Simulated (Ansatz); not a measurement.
Consider interstitial Na in amorphous Si20P2O45 (a melt-quenched model of 67 atoms), charge state +1. Level of theory: PBE, PAW (plane waves to 420 eV; Ansatz, an electronic-structure program).

Settings: 67 host sites, the glass model's own volume, the Γ point alone, smearing 0.01 eV, spin-restricted, no image-charge correction. Energies are static. This is one neighbourhood of one small, fast-quenched model, and the added charge may sit on a native defect of the glass. The charge state is imposed; whether it is stable for some Fermi level was not computed. Sites that were not tried may lie lower. The start lies 0.063 eV above the lowest site run (PBE).

Barriers: single points on a 2×2×2 k-point mesh shifted by half a step at the bands' geometries.

The step: a concerted move, in which Na travels most (a rearrangement that moves the defect's centre by under 1 Å). Atoms about the jump, Cartesian Å from the middle of the jump, before and after:

```csv
atom,x0,y0,z0,x1,y1,z1
Na1,0.04,0.22,-0.33,-0.04,-0.22,0.33
O2,0.44,-1.88,-0.51,0.44,-2.11,-0.43
O3,-2.20,-0.78,-0.47,-2.20,-0.79,-0.43
O4,2.57,0.20,0.06,2.49,0.28,0.17
O5,-0.91,-1.78,2.34,-0.90,-1.65,2.36
O6,1.57,-1.09,2.21,1.56,-1.01,2.29
O7,1.46,1.47,2.06,1.52,1.55,2.23
Si8,2.41,0.18,1.70,2.44,0.25,1.82
O9,-2.91,0.07,1.95,-2.88,0.15,1.93
Si10,0.40,-1.48,3.27,0.40,-1.45,3.35
Si11,0.17,-2.85,-1.68,0.17,-2.95,-1.70
P12,-2.58,-2.05,-1.38,-2.52,-2.05,-1.38
Si13,-2.46,-1.36,2.68,-2.46,-1.27,2.69
Si14,-3.37,0.20,-1.26,-3.48,0.11,-1.12
O15,-2.74,1.61,-1.64,-2.96,1.58,-1.51
O16,-1.47,-2.56,-2.29,-1.42,-2.47,-2.34
O17,-2.16,2.75,1.77,-2.18,2.80,1.71
O18,-0.58,2.92,-2.00,-0.73,2.89,-2.16
```

Task: Give the saddle-point geometry and the barrier.

Result: 
```csv
atom,x,y,z
Na1,-0.09,-0.09,0.28
O2,0.46,-1.99,-0.46
O3,-2.21,-0.78,-0.47
O4,2.55,0.22,0.12
O5,-0.90,-1.68,2.33
O6,1.57,-1.06,2.25
O7,1.48,1.49,2.12
Si8,2.44,0.21,1.76
O9,-2.90,0.12,1.93
Si10,0.40,-1.45,3.32
Si11,0.18,-2.89,-1.68
P12,-2.55,-2.05,-1.39
Si13,-2.46,-1.30,2.68
Si14,-3.42,0.16,-1.23
O15,-2.85,1.61,-1.60
O16,-1.43,-2.52,-2.31
O17,-2.17,2.78,1.73
O18,-0.66,2.93,-2.05
```
It lies 0.041 eV above the start and 0.10 eV above the end. The saddle point's order was not checked.
